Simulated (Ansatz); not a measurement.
The reference is SiO₂ in the rutile structure (space group P4_2/mnm, No. 136; a = 4.2362 Å, c = 2.6905 Å). Axes: x, y, z lie along a, b, c of the conventional cell.

It is then changed as follows: tensile biaxial strain of 0.98 % in the plane normal to [001], as in epitaxy on a mismatched substrate; the out-of-plane cell vector and the atoms relax.

Levels (all Ansatz, a quantum-chemistry and plane-wave program, PAW): PBE (420 eV, scalar-relativistic without spin-orbit coupling); PBE+SOC (420 eV, spin-orbit coupling included).

The geometry is relaxed with PBE.

| Item | Value |
|---|---|
| PBE valence-band top at Γ | 0.00, -0.83, -0.83 eV |
| PBE lowest conduction level above the VBM at special points | Γ 4.90 eV; A 6.73 eV; M 6.96 eV; X 7.23 eV |
| PBE width of the top valence band | 2.52 eV |

With PBE+SOC at the same geometry, the valence-band top at Γ (three highest Kramers pairs, from the VBM) changes from 0.00, -0.83, -0.83 eV to 0.00, -0.82, -0.85 eV; the lowest conduction level above the VBM at special points remains Γ 4.90 eV; A 6.73 eV; M 6.96 eV; X 7.23 eV; the width of the top valence band is still 2.52 eV.

Single points use the geometry relaxed with PBE. Differences between runs with and without spin-orbit coupling are approximate. The levels and masses belong to the bands next to the band gap. Stability against distortions was not tested.
